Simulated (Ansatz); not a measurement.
CuSe (P6₃/mmc, No. 194, 12 atoms in the cell; start COD 9000063), treated with r²SCAN (Ansatz, a first-principles code, plane waves, PAW).

Numerical settings: plane-wave cutoff 560 eV, 18×18×4 k mesh (along the axes of the cell as run), Fermi–Dirac smearing 0.05 eV, no spin polarisation, scalar-relativistic PAW data made under PBE.

Cell (relaxed at this level):

```cif
data_Cu6Se6
_chemical_formula_sum 'Se6 Cu6'
_space_group_name_H-M_alt 'P 1'
_space_group_IT_number 1
_cell_length_a 3.98614
_cell_length_b 3.98614
_cell_length_c 17.34540
_cell_angle_alpha 90.000
_cell_angle_beta 90.000
_cell_angle_gamma 120.000
loop_
_space_group_symop_operation_xyz
  'x, y, z'
loop_
_atom_site_label
_atom_site_type_symbol
_atom_site_fract_x
_atom_site_fract_y
_atom_site_fract_z
_atom_site_occupancy
Se1 Se 0.00000 0.00000 0.43069 1
Se2 Se 0.00000 0.00000 0.56931 1
Se3 Se 0.00000 0.00000 0.93069 1
Se4 Se 0.00000 0.00000 0.06931 1
Se5 Se 0.66667 0.33333 0.75000 1
Se6 Se 0.33333 0.66667 0.25000 1
Cu1 Cu 0.33333 0.66667 0.39205 1
Cu2 Cu 0.66667 0.33333 0.60795 1
Cu3 Cu 0.66667 0.33333 0.89205 1
Cu4 Cu 0.33333 0.66667 0.10795 1
Cu5 Cu 0.66667 0.33333 0.25000 1
Cu6 Cu 0.33333 0.66667 0.75000 1
```

Q: Predict the bulk modulus B0.

A: 
- bulk modulus B0: 73.1 GPa

Note: the run has no spin polarisation, so it can have missed a magnetic state; the bulk modulus is −V dP/dV from two relaxed cells at ±2 % in volume; the relaxation could not lower the start's symmetry, so the cell can be a saddle point above a distorted one.

The computed numbers hold no vibrational or temperature effects.
